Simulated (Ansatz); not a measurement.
Start from SiO₂ in the rutile structure (space group P4_2/mnm, No. 136).

```xyz
6
Lattice="4.1549 0.0000 0.0000 0.0000 4.1549 0.0000 0.0000 0.0000 2.6615" Properties=species:S:1:pos:R:3 pbc="T T T"
Si     0.0000     0.0000     0.0000
Si     2.0774     2.0774     1.3307
O      1.2697     1.2697     0.0000
O      3.3471     0.8078     1.3307
O      0.8078     3.3471     1.3307
O      2.8852     2.8852     0.0000
```

Cartesian axes are those of the cell as printed.

All numbers come from DFT with LDA, PAW potentials and a 420 eV plane-wave cutoff in Ansatz (an electronic-structure program), no spin-orbit coupling.

Before the change:

| Property | Result |
|---|---|
| Hole mass | 1.7 mₑ along c, 1.1 mₑ across (at Γ) |
| Pressure | -0.01 GPa |
| Valley order | Γ 5.81 eV; A (1/2, 1/2, 1/2) 7.19 eV |

Perturbation: the cell is compressed by 1.80 % along x with no lateral relaxation; the atoms relax in the strained cell.

Question: What happens to the hole mass, pressure and valley order?

Answer: The hole mass becomes 1.2 mₑ along x, 0.93 mₑ along y, 1.6 mₑ along z (at Γ) (base: 1.7 mₑ along c, 1.1 mₑ across (at Γ)); the pressure (mean of the normal stresses, compression positive) grows by 5.46 GPa, from -0.01 GPa to 5.45 GPa; the valley order (the lowest conduction-band minima on the path, energy above the VBM, named in the base's zone) changes from Γ 5.81 eV; A (1/2, 1/2, 1/2) 7.19 eV to Γ 6.09 eV; A (1/2, 1/2, 1/2) 7.40 eV; M (1/2, 1/2, 0) 7.57 eV.

The levels and masses belong to the bands next to the band gap. Effective masses come from finite differences of ±0.01 Å⁻¹. Stability against distortions was not tested.
